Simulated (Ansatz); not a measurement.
The parent structure is ZnS in the wurtzite structure (space group P6_3mc, No. 186; a = 3.845 Å, c = 6.305 Å).

Level of theory: DFT with PBE, PAW potentials and a 420 eV plane-wave cutoff in Ansatz (a quantum-chemistry and plane-wave program), no SOC.

One change was made to it. Results:

| quantity | base | after |
|---|---|---|
| valence-band top at Γ (three highest levels, from the VBM) | 0.00, 0.00, -0.07 eV | 0.00, 0.00, -0.12 eV |
| band gap | 2.08 eV | 2.53 eV |
| lattice parameter a | 3.845 Å | 3.710 Å |
| width of the top valence band | 2.03 eV | 2.39 eV |

### Question
Which of these changes matches the shifts?
(A) pressure 22.5 GPa
(B) pressure 9 GPa
(C) pressure 30 GPa
(D) pressure 4.5 GPa

### Answer
B, pressure 9 GPa. For comparison, the band gap in the other runs: pressure 22.5 GPa gives 2.98 eV; pressure 4.5 GPa gives 2.33 eV; pressure 30 GPa gives 3.10 eV.

Load acts through the strain it causes; cell and atoms are relaxed under it. Stability against distortions was not tested. Tetrahedral semiconductors of this kind turn to denser phases somewhere between about 1 and 50 GPa; those were not computed, so compressed cells here can lie past the real transition.
